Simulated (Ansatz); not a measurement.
Results of G0W0@PBEsol in Ansatz (hard PAW, contour deformation) for Ca₃P₂ (Pm-3m, No. 221; start mp-1013547).

The same calculation (at the PBEsol cell, 28.810 Å³/atom) with different numerical settings; throughout: k mesh 2×2×2:

```csv
run,response cutoff (eV),empty bands,quasiparticle gap on the mesh (eV),quasiparticle gap at Γ (eV),rough time
1,70,352,0.660,0.660,70 core-s
2,105,647,0.726,0.726,3 core-min
3,140,995,0.757,0.757,7 core-min
4,175,1391,0.769,0.769,20 core-min
5,210,1829,0.775,0.775,30 core-min
6,280,2815,0.778,0.778,60 core-min
```

In the column quasiparticle gap on the mesh (eV) the first row differs from the last by -0.118 and the next to last by -0.003.

The last row is no converged limit: other settings stay fixed.

A start named mp-… is a Materials Project structure, which can be a computed phase never made.

Ansatz is a quantum-chemistry and plane-wave program.
